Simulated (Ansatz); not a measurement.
The reference is MgTe in the wurtzite structure (space group P6_3mc, No. 186; a = 4.6089 Å, c = 7.5001 Å). Axes: x lies along a and z along c of the hexagonal cell.

Calculations: plane-wave PAW DFT at the PBE level (Ansatz, a program for electronic structure, 420 eV), scalar-relativistic without spin-orbit coupling.

One thing is altered: uniaxial strain ε_zz = −3.00 %, all other strain components held at zero, atoms relaxed at fixed cell.

### Question
What does the calculation give for the energy relative to the base after the change?

### Answer
The energy increases by 5.4 meV/atom.

### Question
Predict the new largest internal atomic displacement.

### Answer
The largest internal atomic displacement amounts to 0.024 Å.

Whether these cells are dynamically stable was not tested.
